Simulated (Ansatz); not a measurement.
Consider MgO in the rock salt structure (space group Fm-3m, No. 225; a = 4.254 Å).

Modification: an isotropic linear strain of −3.52 %; the atoms relax in the strained cell.

Levels (all Ansatz, a program for electronic structure, PAW, earlier PAW set): PBE (420 eV, without spin-orbit coupling); r2SCAN (500 eV, without spin-orbit coupling); HSE06 (420 eV, scalar-relativistic without spin-orbit coupling); PBE+SOC (420 eV, noncollinear with spin-orbit coupling); HSE06+SOC (420 eV, with spin-orbit coupling).

One geometry, relaxed with PBE, under each level:

Notes on the quantities. hole mass: degenerate bands, along [100].

The valence-band top lists the three highest levels at Γ (Kramers pairs under SOC), from the VBM.

```tsv
level	band gap	lowest conduction level above the VBM at special points	valence-band top at Γ	electron mass	hole mass	pressure
PBE	5.54 eV	Γ 5.54 eV; L 8.42 eV; X 9.24 eV; U 10.49 eV	0.00, 0.00, 0.00 eV	0.38 mₑ (at Γ)	0.41, 2.0, 2.0 mₑ (at Γ)	199.9 kbar
r2SCAN	___	___	–	0.38 mₑ (at Γ)	___	___
HSE06	7.35 eV	Γ 7.35 eV; L 10.25 eV; X 11.00 eV	–	–	–	–
PBE+SOC	5.52 eV	Γ 5.52 eV; L 8.41 eV; X 9.23 eV; U 10.48 eV	0.00, 0.00, -0.04 eV	0.38 mₑ (at Γ)	0.56, 2.0 mₑ (at Γ)	199.9 kbar
HSE06+SOC	7.34 eV	Γ 7.34 eV; L 10.24 eV; X 10.99 eV	0.00, 0.00, -0.04 eV	–	–	–
```

Problem. Give the withheld r2SCAN results.

Solution. 
- r2SCAN, band gap: 6.47 eV
- r2SCAN, lowest conduction level above the VBM at special points: Γ 6.47 eV; L 9.37 eV; X 10.16 eV; U 11.48 eV
- r2SCAN, hole mass: 0.46, 2.8, 2.8 mₑ (at Γ)
- r2SCAN, pressure: 143.8 kbar

Single points use the geometry relaxed with PBE. Their cutoffs differ, which shifts pressures a little. The spin-orbit shifts are approximate. Masses are band curvatures over ±0.01 Å⁻¹ around the edge. Whether these cells are dynamically stable was not tested.
